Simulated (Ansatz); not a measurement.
# The (21-33) surface of hcp Y in its 1x1 cell, outermost plane spacing 0.17 Å in the ideal cut

These are r2SCAN, at the PBE geometry (plane waves to 500 eV, PAW; Ansatz, a program for electronic structure) values and carry that method's errors.

Model: 22-atom slab, 10.3 Å thick at the start (thin: gaps and levels are the slab's own), 6x4x1 mesh, Fermi-Dirac 0.1 eV, dipole correction, single point; on the structure that PBE left under its start's symmetry; no spin, no spin-orbit, no U.

```json
{
  "surface energy (mean of both faces)": "1.15 J/m²",
  "work_function_of_the_top_face": "3.07 eV",
  "cost": "around 10 core-minutes (rough)"
}
```
